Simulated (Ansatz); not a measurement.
Consider BP (space group P4_2/mnm, No. 136; a = 5.5323 Å, c = 3.1873 Å; a hypothetical phase, not in the database extracts checked). Axes: x, y, z lie along a, b, c of the conventional cell.

It is then changed as follows: compressive biaxial strain of 0.51 % in the plane normal to [001], as in epitaxy on a mismatched substrate; the out-of-plane cell vector and the atoms relax.

Levels (all Ansatz, a first-principles code, PAW): PBEsol (420 eV, no spin-orbit coupling); r2SCAN (500 eV, scalar-relativistic without spin-orbit coupling).

The geometry is relaxed with PBEsol.

| Quantity | Value |
|---|---|
| PBEsol pressure | 13.4 kbar |
| PBEsol smallest direct gap | 1.08 eV |
| PBEsol lowest conduction level above the VBM at special points | Γ 1.08 eV; Z 1.38 eV; R 1.41 eV; A 1.48 eV |

Task: What does r2SCAN give at this geometry for the pressure, smallest direct gap and lowest conduction level above the VBM at special points?

Result: The pressure increases by 16.1 kbar (13.4 kbar → 29.5 kbar); the smallest direct gap increases by 0.258 eV to 1.33 eV; the lowest conduction level above the VBM at special points goes from Γ 1.08 eV; Z 1.38 eV; R 1.41 eV; A 1.48 eV to Γ 1.33 eV; Z 1.67 eV; R 1.68 eV; A 1.77 eV.

Single points use the geometry relaxed with PBEsol. Their cutoffs differ, which shifts pressures a little. Gaps are read on the SCF mesh and a high-symmetry path. Stability against distortions was not tested.
